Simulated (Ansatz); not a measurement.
**How the lattice constant a of SiO2 (model structure, started from the tetragonal ZrO2 type, P4₂/nmc, No. 137, 6 atoms in the cell) moves with the method**

No measured value is used here.

```json
[
 {"level (code)": "LDA (Ansatz)", "value (Å)": "2.819"},
 {"level (code)": "PBE (Ansatz)", "value (Å)": "2.837"},
 {"level (code)": "PBE-D3(BJ) (Ansatz)", "value (Å)": "2.835"},
 {"level (code)": "r²SCAN+rVV10 (Ansatz)", "value (Å)": "2.827"}
]
```

Cutoffs differ between the levels. Ansatz's density-functional and Hartree–Fock values are scalar-relativistic unless marked +SOC, with PAW data made under PBE.

A model structure was made by putting elements into a prototype or built by hand; it is no filed structure, need not be a known phase, and can be a saddle point held by its symmetry.

Ansatz is a program for electronic structure.
